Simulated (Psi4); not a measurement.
Psi4 1.11, HF/def2-svp: W(Cl)6 ([Cl][W]([Cl])([Cl])([Cl])([Cl])[Cl]), 7 atoms. The geometry is a generated start, not checked to be a minimum at this level.

```yaml
task: energy
method: scf
basis: def2-svp
memory: 3 GB
maxiter: 100
keys_of_the_molecule_block: symmetry c1
scf_type: df (default)
diis_max_vecs: 10 (default)
e_convergence: 1e-06 (default)
d_convergence: 1e-06 (default)
effective_core_potentials: those of the basis set, past Kr
basis_functions: 140
```

```xyz
7

W     -0.0003    -0.0037     0.0017
Cl     2.0272     0.8572    -0.6289
Cl     0.6498     0.0889     2.1919
Cl    -0.6493    -0.0852    -2.1998
Cl    -2.0330    -0.8573     0.6334
Cl    -0.8418     2.1227     0.1657
Cl     0.8475    -2.1225    -0.1640
```

Charge 0 and multiplicity 1 are set for this test and not shown to be the ground state.

With the defaults (damping_percentage = 0, diis = true, scf_initial_accelerator = adiis, guess = auto, which took SAD, soscf = false, soscf_start_convergence = 0.01) it converges in 10 SCF iterations. One run each on 2 threads, with these changes:
- guess = sadno
- scf_initial_accelerator = none
- guess = sapgau
- scf_initial_accelerator = ediis
- damping_percentage = 60
- soscf = true
- damping_percentage = 60, diis = false, scf_initial_accelerator = none
- damping_percentage = 20
- soscf = true, soscf_start_convergence = 0.1

Name the settings that don't reach the solution of the defaults.

No convergence: damping_percentage = 60; damping_percentage = 60, diis = false, scf_initial_accelerator = none (the run ends without SCF convergence in 100 iterations). The rest reach the solution of the defaults.

```csv
setting,SCF iterations,JK calls,end
"soscf = true, soscf_start_convergence = 0.1",6,22,same solution
soscf = true,7,23,same solution
the defaults,10,11,same solution
scf_initial_accelerator = ediis,10,11,same solution
scf_initial_accelerator = none,10,11,same solution
guess = sadno,11,11,same solution
guess = sapgau,13,13,same solution
damping_percentage = 20,20,21,same solution
damping_percentage = 60,100,101,no convergence
"damping_percentage = 60, diis = false, scf_initial_accelerator = none",100,101,no convergence
```

An SOSCF iteration holds several JK calls; a Hückel guess adds calls on atoms.
